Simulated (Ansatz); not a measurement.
# Al, point defects

Consider a 27-atom supercell of Al in the fcc (Cu type) structure (space group Fm-3m, No. 225; a = 4.014 Å) at its relaxed geometry.

One neutral defect a cell, atoms relaxed at fixed cell.

Method: PBEsol (Ansatz, a first-principles code), no spin-orbit coupling.

Candidates:
(a) Be on a Al site
(b) Mg on a Al site
(c) Li interstitial (started 1.74 Å from the nearest host atom)

Base values:

```
Quantity    Value
--------  -------
Pressure  0.0 GPa
```

Problem. Order them by pressure, lowest first.

Solution. (a) Be on a Al site (-1.3 GPa), (b) Mg on a Al site (0.9 GPa), (c) Li interstitial (started 1.74 Å from the nearest host atom) (4.0 GPa)

The cell is small, so the values are those of an ordered compound at a high defect concentration; dilute-limit values will differ.
